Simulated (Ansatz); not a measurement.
**The (112) surface of germanium, from a spin-polarised start, 1 pair of surface atoms bonded, H on all but both atoms of one pair (paired Ge at depth 0.0 Å) (bottom of the slab: built like the top, H on every dangling bond, free)**

These are PBE (plane waves to 420 eV, PAW; Ansatz, an electronic-structure program) values and carry that method's errors.

Set-up: 50 atoms, 13.5 Å thick at the start with caps and adatoms (thin: gaps and levels are the slab's own); mesh 4x3x1; 0.025 eV smearing; dipole correction on; 8 atoms held, the rest relaxed; no symmetry held; spin-polarised from one start with parallel moments (other orders not tried), no spin-orbit, no U. The starting moment vanished. It is one candidate, not shown to be the stable structure of the face.

```
Property                                             Value
-----------------------------  ---------------------------
energy released by relaxation                      1.20 eV
magnetic moment of the cell                        0.00 μB
cost                           around 4 core-hours (rough)
```
